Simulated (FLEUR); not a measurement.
Worked example: self-consistent single point of AlGa3 (I4/mmm, 4 atoms in the cell) in FLEUR.

Computed with FLEUR with LDA (Perdew-Zunger), all-electron FLAPW (FLEUR), scalar-relativistic valence.

```
CELL_PARAMETERS angstrom
     -2.01804     2.01804     4.19114
      2.01804    -2.01804     4.19114
      2.01804     2.01804    -4.19114
ATOMIC_POSITIONS crystal
  Al 0.00000 0.00000 0.00000
  Ga 0.75000 0.25000 0.50000
  Ga 0.25000 0.75000 0.50000
  Ga 0.50000 0.50000 0.00000
```

Reference input (self-consistent single point, DFT, LDA (Perdew-Zunger), all-electron FLAPW (FLEUR), scalar-relativistic valence): Kmax = 4 1/bohr; GmaxXC = 14 1/bohr; xcFunctional = pz; jspins = 1; l_soc = F; mode = gauss; fermiSmearingEnergy = 0.00367493 Htr; mesh (inpgen div1-3) = 5 5 5; inpgen gamma flag = false; Gmax = 14 1/bohr; numbands = 0; maxIterBroyd = 15. This run's input differs from it in these lines:

```diff
@@ -26,3 +26,3 @@
    <calculationSetup>
-      <cutoffs Kmax="4.0" Gmax="14.0" GmaxXC="14.0" numbands="0"/>
+      <cutoffs Kmax="3.35" Gmax="11.7" GmaxXC="11.7" numbands="0"/>
       <scfLoop itmax="60" minDistance="0.00001" maxIterBroyd="15" imix="Anderson" alpha="0.05" precondParam="0.0" spinf="2.0"/>
```

Output (repeated stretches shortened):

```
 Iteration:     1   Distance:       5.32814255 me/bohr^3
 Iteration:     2   Distance:       4.60166264 me/bohr^3
 Iteration:     3   Distance:       2.04561199 me/bohr^3
 Iteration:     4   Distance:       0.59079518 me/bohr^3
 Iteration:     5   Distance:       0.58750124 me/bohr^3
   [... 6 lines left out ...]
 Iteration:    12   Distance:       0.00057144 me/bohr^3
 Iteration:    13   Distance:       0.00011443 me/bohr^3
 Iteration:    14   Distance:       0.00021576 me/bohr^3
 Iteration:    15   Distance:       0.00000342 me/bohr^3
 Run finished successfully
 Stop message:
   Structural relaxation: Done

[file out, last iteration]
             iter=     16
[...]
          total density-effective poten   -9.6457014295E+03
          total charge density-energy d   -2.3621631350E+02
 Updated energy parameters for spin:           1
[...]
 fermi energy and band-weighting factors:
    0.622890

[...]
FERMIE:
          first approx. to ef    (T=0)  :   0.273362 htr   (energy of the highest occ. eigenvalue)
          number of occ. states  (T=0)  :        379
          first approx. to seigv (T=0)  :  -7.473541 htr
          sum of weights of occ. states :  21.016000
          sum of semicore charge        :   0.000000 e
          fermi energy=   0.27335 har   work function=  -7.43820 ev
          number of valence electrons=  42.00000
   [... lines left out ...]
          total moment                 =     0.00000
 Direct bandgap for spin            1 :    1.2229404008346600E-002  Htr
 ---->    free energy=                     -6065.8842036007 htr
   [... lines left out ...]
 TOTAL FORCE FOR ATOM TYPE=  1  X=  0.000   Y=  0.000   Z=  0.000
                       FX_TOT= 0.000000 FY_TOT= 0.000000 FZ_TOT= 0.000000
 TOTAL FORCE FOR ATOM TYPE=  2  X=  3.814   Y=  0.000   Z= -3.960
                       FX_TOT= 0.000000 FY_TOT= 0.000000 FZ_TOT= 0.000000
 TOTAL FORCE FOR ATOM TYPE=  3  X=  0.000   Y=  0.000   Z=  7.920
                       FX_TOT= 0.000000 FY_TOT= 0.000000 FZ_TOT= 0.000000
 Structural relaxation: Done
```

The run converged in 15 iterations. FLEUR gives forces in its relaxation mode, with a further iteration, so its stop message speaks of a relaxation. 

The starting cell comes from a database of computed structures (which also holds hypothetical and non-ambient phases and stackings), without a prior relaxation at this level. Values depend on the basis (sphere radii, cutoffs, local orbitals), which need not be converged. The log's line on a gap gives a spacing of levels on this mesh, which the program prints for metals too.

These are the values that this program gave, and no reference: the default basis lacks the next d shell.

Cost on one core of a shared machine: roughly 50 s.
